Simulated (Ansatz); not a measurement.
# Step by step: formation energy of O_i in Zr (hcp, P6₃/mmc)

Consider the formation energy of O_i in Zr (hcp, P6₃/mmc). Reaction: 1/2 ZrO2 (P2₁/c) + 71/2 Zr (hcp) → cell A.

A: a supercell of 36 sites of Zr (hcp, P6₃/mmc) with O off the lattice sites (6 Zr at 2.27 Å); spin state with PBE: run without spin.

Method: Ansatz (a quantum-chemistry and plane-wave program), PAW, neutral cells at 0 K with nuclei at rest, on structures from PBE. Ansatz runs with its PAW set soft_1. Other levels take these structures. The lattices are those relaxed with PBE, so at other levels the solids can be strained, which adds to the spread. Larger cells are relaxed from a start prepared with the learned potential CHGNet, on a coarser mesh till forces fall under 0.03 eV/Å, which some starts already meet. A dispersion term (D3(BJ), or D4 for r2SCAN) was computed beside these levels and is taken off wherever the name lacks it. Space groups of crystals are read within 0.01 Å. Mesh and cell size may move defect energies by 0.1 eV or more. Cell A has symmetry P-3m1 within 0.02 Å and got no random move, so less symmetric positions, which may lie lower, weren't tried.

Total energies of the cells in eV, at zero smearing width. They compare only within one column; the weights balance every element.

```csv
cell,atoms,weight,r2SCAN,PBE+D3(BJ)
A: Zr:O_i,37,+1,-151593.81266,-151208.57714
ZrO2 (P2₁/c),12,−1/8,-21353.00444,-21299.20754
Zr (hcp),36,−71/72,-151021.80462,-150637.89007
```

r2SCAN: (-151593.81266) − 1/8 × (-21353.00444) − 71/72 × (-151021.80462) = -0.408 eV.

PBE+D3(BJ): (-151208.57714) − 1/8 × (-21299.20754) − 71/72 × (-150637.89007) = -0.479 eV.
